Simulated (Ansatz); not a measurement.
ErPd3 (Pm-3m, No. 221) was calculated with PBEsol in Ansatz (PAW).

Run with plane-wave cutoff 520 eV, 14×14×14 k mesh, Fermi–Dirac smearing 0.05 eV, spin-polarised with parallel moments, scalar-relativistic PAW data made under PBE.

Computed at the level's own relaxed cell.

**Question.** What does this level give for the lattice constant a and bulk modulus B0?

**Answer.** 
* **lattice constant a**: 4.043 Å
* **bulk modulus B0**: 144 GPa

The run finds no gap.

Note: the magnetic order was assumed, not searched for or taken from measurement; the 4f shell is treated without U or exact exchange, so its levels and filling can be wrong; the bulk modulus is −V dP/dV from two relaxed cells at ±2 % in volume.

Spin–orbit coupling is not included.

Static lattice: no zero-point or thermal effects.

Cost on a shared machine: about 6 core-minutes (a rough figure).

Ansatz is a quantum-chemistry and plane-wave program.
